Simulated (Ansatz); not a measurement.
BN (P6_3mc), PBE, rigid bands in Ansatz (a first-principles code): N_c = 1.40e19 cm⁻³ at 300 K and an electron conductivity mass of 0.515 mₑ along y (a = (2.54, 0.00, 0.00) Å; b = (-1.27, 2.20, 0.00) Å; c = (0.00, 0.00, 4.20) Å).

Question: For 1e17 electrons per cm³ at 300 K, place the Fermi level, estimate the Seebeck coefficient of a parabolic band with constant τ, and give mobility and conductivity for τ = 5 fs.

Answer: The level lies k_BT ln(N_c/n) = 0.128 eV below the conduction-band minimum. S ≈ −(k_B/e)[ln(N_c/n) + 5/2] = -641 μV/K, against -642 μV/K from the full bands (mean over directions). μ = eτ/m = 17.1 cm²/(V·s) and σ = neμ = 0.274 S/cm. τ is assumed, not computed.

Band transport and this doping are assumed; polarons and phonon drag are left out. Spin-orbit coupling is left out. Geometry: cell and atoms relaxed with PBEsol.
